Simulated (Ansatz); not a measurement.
The parent structure is SnS2 in the CdI2 type structure (space group P-3m1, No. 164; a = 3.626 Å, c = 5.574 Å; layered, stacked along the Cartesian z axis).

The values are results of Ansatz (a quantum-chemistry and plane-wave program) PBEsol-D3(BJ), spin-orbit coupling left out, earlier PAW set, not measurements.

For the base:

| Quantity | Result |
|---|---|
| Lattice parameter a | 3.626 Å |
| c/a ratio | 1.537 |

Modification: a negative pressure, −2 GPa.

### Question
How does this affect the lattice parameter a and c/a ratio?

### Answer
The lattice parameter a rises by 0.027 Å, from 3.626 Å to 3.653 Å; the c/a ratio goes up by 0.104 (1.537 → 1.641).

Load acts through the strain it causes; cell and atoms are relaxed under it. Stability against distortions was not tested.
